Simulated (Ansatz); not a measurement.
# CaClF (space group P4/nmm, No. 129)

```cif
data_Ca2Cl2F2
_chemical_formula_sum 'Ca2 Cl2 F2'
_space_group_name_H-M_alt 'P 1'
_space_group_IT_number 1
_cell_length_a 3.86667
_cell_length_b 3.86667
_cell_length_c 6.87431
_cell_angle_alpha 90.000
_cell_angle_beta 90.000
_cell_angle_gamma 90.000
loop_
_space_group_symop_operation_xyz
  'x, y, z'
loop_
_atom_site_label
_atom_site_type_symbol
_atom_site_fract_x
_atom_site_fract_y
_atom_site_fract_z
_atom_site_occupancy
Ca1 Ca 0.00000 0.50000 0.80682 1
Ca2 Ca 0.50000 0.00000 0.19318 1
Cl1 Cl 0.50000 0.00000 0.64659 1
Cl2 Cl 0.00000 0.50000 0.35341 1
F1 F 0.50000 0.50000 0.00000 1
F2 F 0.00000 0.00000 0.00000 1
```

Computed with Ansatz (an electronic-structure program), r2SCAN, PAW, cutoff 500 eV, scalar-relativistic without spin-orbit coupling. k-mesh 9×9×5 (Γ-centred); smearing 0.05 eV (Fermi–Dirac).

```json
{
  "volume_per_atom": "17.13 Å³",
  "density": "3.05 g/cm³",
  "band_gap": "6.28 eV, indirect, k = (0.111, 0.111, 0) in the run's primitive reciprocal basis → Γ",
  "electron_mass": "1.1 mₑ along c, 0.54 mₑ across",
  "total_energy": "-1240.869 eV/atom (σ→0; compares only within this code and set-up)"
}
```

Effective masses come from finite differences of ±0.01 Å⁻¹. Stability against distortions was not tested.
